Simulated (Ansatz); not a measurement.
Density of states of TaAs (Pm-3m) near the Fermi level, PBEsol, rigid bands in Ansatz (a program for electronic structure).

(E − E_F (eV), states/eV/cell): (-1.95, 2.36); (-1.85, 2.52); (-1.75, 2.91); (-1.65, 2.42); (-1.55, 1.86); (-1.45, 1.68); (-1.35, 1.82); (-1.25, 1.79); (-1.15, 1.75); (-1.05, 1.56); (-0.95, 1.24); (-0.85, 1.05); (-0.75, 0.90); (-0.65, 0.78); (-0.55, 0.66); (-0.45, 0.55); (-0.35, 0.49); (-0.25, 0.50); (-0.15, 0.54); (-0.05, 0.63); (0.05, 0.81); (0.15, 1.26); (0.25, 1.55); (0.35, 1.96); (0.45, 2.51); (0.55, 1.74); (0.65, 1.49); (0.75, 1.43); (0.85, 1.51); (0.95, 1.58); (1.05, 1.69); (1.15, 1.41); (1.25, 1.20); (1.35, 1.05); (1.45, 0.94); (1.55, 0.90); (1.65, 0.92); (1.75, 1.03); (1.85, 1.21)

Question: With 2 atoms a cell, what bare Sommerfeld coefficient γ = (π²/3) k_B² N(E_F) follows?

Answer: N(E_F) ≈ 0.71 states/eV a cell at 300 K, so γ ≈ 0.83 mJ/(mol of atoms·K²), before electron-phonon enhancement.

Question: How far does the Fermi level move in a rigid band for 0.1 electron a cell added or removed?

Answer: 116 meV and -166 meV.

A metal at this level (no band gap); rigid bands, thermally averaged at 300 K, both spins. Spin-orbit coupling is left out, which matters with elements this heavy. Geometry: cell and atoms relaxed with PBEsol.

Computed structure, not matched to a measured one here, so possibly hypothetical: TaAs (Pm-3m).
